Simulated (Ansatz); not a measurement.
# C (model structure, P4₁2₁2, No. 92, 12 atoms in the cell)

Method: PBEsol (Ansatz, a first-principles code, PAW).

Settings: plane-wave cutoff 520 eV, 14×14×14 k mesh, Fermi–Dirac smearing 0.05 eV, scalar-relativistic PAW data made under PBE.

Cell (relaxed at this level):

```cif
data_C12
_chemical_formula_sum 'C12'
_space_group_name_H-M_alt 'P 1'
_space_group_IT_number 1
_cell_length_a 3.78291
_cell_length_b 3.78291
_cell_length_c 4.64866
_cell_angle_alpha 90.000
_cell_angle_beta 90.000
_cell_angle_gamma 90.000
loop_
_space_group_symop_operation_xyz
  'x, y, z'
loop_
_atom_site_label
_atom_site_type_symbol
_atom_site_fract_x
_atom_site_fract_y
_atom_site_fract_z
_atom_site_occupancy
C1 C 0.92422 0.07578 0.75000 1
C2 C 0.42422 0.42422 0.00000 1
C3 C 0.07578 0.92422 0.25000 1
C4 C 0.57578 0.57578 0.50000 1
C5 C 0.62073 0.16661 0.53265 1
C6 C 0.33339 0.12073 0.78265 1
C7 C 0.37927 0.83339 0.03265 1
C8 C 0.66661 0.87927 0.28265 1
C9 C 0.12073 0.33339 0.21735 1
C10 C 0.83339 0.37927 0.96735 1
C11 C 0.87927 0.66661 0.71735 1
C12 C 0.16661 0.62073 0.46735 1
```

```yaml
band_gap: 4.91 eV (on the SCF k mesh)
```

Note: the relaxation could raise the start's symmetry but not lower it, so the cell can be a saddle point.

Static lattice: no zero-point or thermal effects.

A model structure was made by putting elements into a prototype or built by hand; it is no filed structure, need not be a known phase, and can be a saddle point held by its symmetry.
